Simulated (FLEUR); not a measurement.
Band structure of Mg3Sc (Pm-3m, 4 atoms in the cell).

```
Mg3Sc
1.0
    4.62552     0.00000     0.00000
    0.00000     4.62552     0.00000
    0.00000     0.00000     4.62552
Mg Sc
3 1
Direct
  0.50000   0.50000   0.00000
  0.00000   0.50000   0.50000
  0.50000   0.00000   0.50000
  0.00000   0.00000   0.00000
```

Level of theory: PBEsol, all-electron FLAPW (FLEUR), scalar-relativistic valence.

Settings: Kmax = 3.8 1/bohr; GmaxXC = 15.2 1/bohr; xcFunctional = PBEs; jspins = 1; l_soc = F; mode = hist; fermiSmearingEnergy = 0.00183747 Htr; mesh (inpgen div1-3) = 10 10 10; inpgen gamma flag = true; Gmax = 15.2 1/bohr; numbands = 0; maxIterBroyd = 15; imix = Anderson; alpha = 0.05.

The starting cell comes from a database of computed structures (which also holds hypothetical and non-ambient phases and stackings), without a prior relaxation at this level. Its lattice was rescaled by a random factor within 2.5 % of one. Values depend on the basis (sphere radii, cutoffs, local orbitals), which need not be converged.

Levels in eV from the Fermi level, bands 17 to 24:
| point | 17 | 18 | 19 | 20 | 21 | 22 | 23 | 24 |
|---|---|---|---|---|---|---|---|---|
| Γ | -6.15 | -0.65 | -0.65 | 0.38 | 0.38 | 0.38 | 1.21 | 1.21 |
| X | -4.48 | -4.26 | -0.15 | 0.05 | 0.05 | 1.33 | 1.62 | 2.27 |
| M | -3.22 | -2.65 | -2.65 | -2.32 | 0.52 | 0.52 | 1.50 | 1.76 |
| R | -1.80 | -1.80 | -1.80 | -1.37 | -0.92 | -0.92 | -0.92 | 0.63 |
